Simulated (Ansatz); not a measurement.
**HfS2: isotropic strain −1.50 %**

Take HfS$_{2}$ in the CdI2 type structure (space group P-3m1, No. 164; a = 3.547 Å, c = 5.577 Å; layered, stacked along the Cartesian z axis) as the base.

Now apply this change: an isotropic linear strain of −1.50 %, atoms relaxed at fixed cell.

Method: PBEsol-D3(BJ)/PAW in Ansatz (a first-principles code), scalar-relativistic without spin-orbit coupling. k-mesh 11×11×6 (Γ-centred); smearing 0.05 eV (Fermi–Dirac).

The space group is still P-3m1 (No. 164) and the energy rises by 7.1 meV/atom. The pressure (mean of the normal stresses, compression positive) goes up by 2.63 GPa to 2.64 GPa and the band gap decreases by 0.26 eV (0.45 eV → 0.19 eV). The gap character remains indirect, Γ → L and the smallest direct gap decreases by 0.21 eV (1.50 eV → 1.29 eV). The mean gap deformation potential ΔEg/Δln V is +5.8 eV and the width of the top valence band grows by 0.17 eV (2.39 eV → 2.56 eV). The valence-band top at Γ (three highest levels, from the VBM) changes from 0.00, -0.29, -0.29 eV to 0.00, -0.31, -0.31 eV.

Final structure:

```
HfS2
1.0
    3.49425     0.00000     0.00000
   -1.74713     3.02611     0.00000
    0.00000     0.00000     5.49320
Hf S
1 2
Cartesian
  0.00000   0.00000   0.00000
  1.74713   1.00870   1.47873
  0.00000   2.01741   4.01446
```

Spin-orbit coupling, missing from the scalar runs, can matter with Hf. Whether these cells are dynamically stable was not tested. The zero or small gap of HfS2 under isotropic strain −1.50 % can change with the level of theory.
